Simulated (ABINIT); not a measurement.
Band structure of ZnS (F-43m, 2 atoms in the cell).

```yaml
crystal:
  lattice:
    - [0.00000, 2.70500, 2.70500]
    - [2.70500, 0.00000, 2.70500]
    - [2.70500, 2.70500, 0.00000]
  atoms:
    - { symbol: Zn, position: [0.00000, 0.00000, 0.00000] }
    - { symbol: S, position: [0.25000, 0.25000, 0.25000] }
```

Method: PBE, PAW (JTH v2.0 PBE PAW) (plane waves; ABINIT 10.0.3).

Settings: pseudos = [Zn.GGA_PBE-JTH.xml, S.GGA_PBE-JTH.xml]; ecut = 30 Ha; pawecutdg = 60 Ha; pawxcdev = 0; ixc = 11; occopt = 3; tsmear = 0.05 eV; ngkpt = 7 7 7; nshiftk = 1; shiftk = 0 0 0; potentials = JTH v2.0 PBE PAW; kptopt = 1; nstep = 100.

The starting cell has typed, rounded lattice constants, without a prior relaxation at this level.

Predict the gap along the standard path and the places of the band edges.

The gap along the path is 2.08 eV, direct at Γ to within 0.01 eV.

Levels in eV from the top of the valence band on the SCF mesh, bands 6 to 13:
```
point      6      7      8      9    10    11     12     13
-----  -----  -----  -----  -----  ----  ----  -----  -----
Γ      -5.83   0.00   0.00   0.00  2.08  6.37   6.37   6.37
X      -5.61  -4.55  -2.21  -2.21  3.41  4.06  10.93  11.91
W      -5.43  -4.57  -2.73  -2.70  5.69  6.00   7.84   8.19
K      -5.48  -4.60  -3.09  -1.80  4.12  5.94   9.34   9.72
L      -5.63  -5.27  -0.86  -0.86  3.29  6.90   6.90   8.85
U      -5.48  -4.60  -3.09  -1.80  4.12  5.94   9.34   9.72
```
